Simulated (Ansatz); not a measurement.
The reference is GaAs in the zinc blende structure (space group F-43m, No. 216; a = 5.6667 Å).

Calculations: r2SCAN, PAW, 500 eV (Ansatz, an electronic-structure program; scalar-relativistic without spin-orbit coupling).

Base values:

| Item | Value |
|---|---|
| Lattice parameter a | 5.667 Å |
| Width of the top valence band | 3.40 eV |
| Valley order | Γ 0.96 eV; L along ⟨111⟩ 1.35 eV; a point along ⟨100⟩, about 1.0 Å⁻¹ from Γ 1.72 eV |
| Hole mass | 0.050, 0.34, 0.34 mₑ (at Γ) |

Now apply this change: hydrostatic tension (pressure −1 GPa).

### Question
How does this affect the lattice parameter a?

### Answer
The lattice parameter a grows by 0.027 Å (5.667 Å → 5.694 Å).

### Question
How does this affect the width of the top valence band?

### Answer
The width of the top valence band drops by 0.07 eV, from 3.40 eV to 3.33 eV.

### Question
Predict the new valley order.

### Answer
The valley order (the lowest conduction-band minima on the path, energy above the VBM, named in the base's zone) changes from Γ 0.96 eV; L along ⟨111⟩ 1.35 eV; a point along ⟨100⟩, about 1.0 Å⁻¹ from Γ 1.72 eV to Γ 0.85 eV; L along ⟨111⟩ 1.31 eV; a point along ⟨100⟩, about 1.0 Å⁻¹ from Γ 1.73 eV.

### Question
What happens to the hole mass?

### Answer
The hole mass (degenerate bands, along [100]) becomes 0.045, 0.35, 0.35 mₑ (at Γ) (base: 0.050, 0.34, 0.34 mₑ (at Γ)).

The levels and masses belong to the bands next to the band gap. Load acts through the strain it causes; cell and atoms are relaxed under it. Effective masses come from finite differences of ±0.01 Å⁻¹. Whether these cells are dynamically stable was not tested.
